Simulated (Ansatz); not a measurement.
Start from Ni in the diamond structure (space group Fd-3m, No. 227; a = 5.1052 Å; ferromagnetic; a hypothetical phase, not in the database extracts checked; relaxed with 0.1 eV smearing).

(Cell as relaxed with PBE.)

Levels (all Ansatz, an electronic-structure program, PAW): PBE (420 eV, no SOC); PBEsol (420 eV, scalar-relativistic without spin-orbit coupling).

Each level relaxes its own structure.

| base | PBE | PBEsol |
|---|---|---|
| volume per atom | 16.63 Å³ | 15.73 Å³ |
| lattice parameter a | 5.105 Å | 5.011 Å |
| band gap | zero | zero |
| largest site moment | 0.83 μB | 0.82 μB |

One thing is altered: the cell is scaled by 0.9707 in all directions; the atoms relax in the strained cell.

| quantity | PBE | PBEsol |
|---|---|---|
| energy relative to the base (free energy F) | +40 meV/atom | +45 meV/atom |
| pressure | 9.9 GPa | 11.8 GPa |
| band gap | zero | zero |

PBE's energy relative to the base lies 4.9 meV/atom below PBEsol's; PBE's pressure lies 1.83 GPa below PBEsol's; the two agree on the band gap. Neither level is exact; PBEsol is the comparison here, not a measurement.

Other magnetic orders, which the real material may have, were not ruled out. Whether these cells are dynamically stable was not tested.
